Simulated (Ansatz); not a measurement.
Base system: KTlS$_{2}$ (space group R-3m, No. 166; a = 3.9839 Å, c = 21.7075 Å (hexagonal axes); a hypothetical phase, not in the database extracts checked).

All numbers come from plane-wave PAW DFT at the PBEsol level (Ansatz, a quantum-chemistry and plane-wave program, 420 eV), no SOC.

Before the change:

- Gap character: indirect, T → Γ
- Smallest direct gap: 1.02 eV
- Band gap: 0.89 eV
- Shortest interatomic distance: 2.729 Å

Perturbation: cell and atoms relaxed at a pressure of 30 GPa.

Task: Estimate the effect on the gap character.

Result: The gap character goes from indirect, T → Γ to indirect, T → F.

Task: Predict the new smallest direct gap.

Result: The smallest direct gap goes up by 1.04 eV, from 1.02 eV to 2.06 eV.

Task: What happens to the band gap?

Result: The band gap grows by 0.45 eV to 1.34 eV.

Task: What happens to the shortest interatomic distance?

Result: The shortest interatomic distance shrinks by 0.193 Å to 2.536 Å.

With Tl present, leaving out spin-orbit coupling can change the band edges. Load acts through the strain it causes; cell and atoms are relaxed under it. Stability against distortions was not tested. No other phases were tried under pressure.
